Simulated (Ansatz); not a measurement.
## What pressure 22.5 GPa does to Si

Base system: Si in the diamond structure (space group Fd-3m, No. 227; a = 5.4703 Å).

The change: a hydrostatic pressure of 22.5 GPa.

Level of theory: Ansatz (a quantum-chemistry and plane-wave program), PBE, PAW, cutoff 420 eV, no spin-orbit coupling. Settings: 10×10×10 k-points, 0.05 eV Fermi–Dirac smearing.

* **Lattice parameter a**: 5.159 Å (base 5.470 Å)
* **Enthalpy H = E + PV relative to the base's energy**: +2.61 eV/atom
* **Band gap**: 0.25 eV (base 0.61 eV)
* **Gap character**: indirect, Γ → Γ–X (87 % along) (base indirect, Γ → Γ–X (87 % along))
* **Smallest direct gap**: 2.61 eV (base 2.55 eV)
* **Width of the top valence band**: 4.56 eV (base 3.76 eV)
* **Electron mass**: 0.95 mₑ along k, 0.18 mₑ across (off the special points) (base 0.94 mₑ along k, 0.20 mₑ across (off the special points))
* **Hole mass (degenerate bands, along [100])**: 0.23 mₑ (at Γ) (base 0.16, 0.27, 0.27 mₑ (at Γ))

Load acts through the strain it causes; cell and atoms are relaxed under it. Masses are band curvatures over ±0.01 Å⁻¹ around the edge. Along k means along the line from Γ to the band edge. Whether these cells are dynamically stable was not tested. Measured, Si leaves this structure (for the β-tin structure) near 12 GPa (room temperature; as listed in arXiv:1906.07825). The zero or small gap of Si under pressure 22.5 GPa can change with the level of theory.
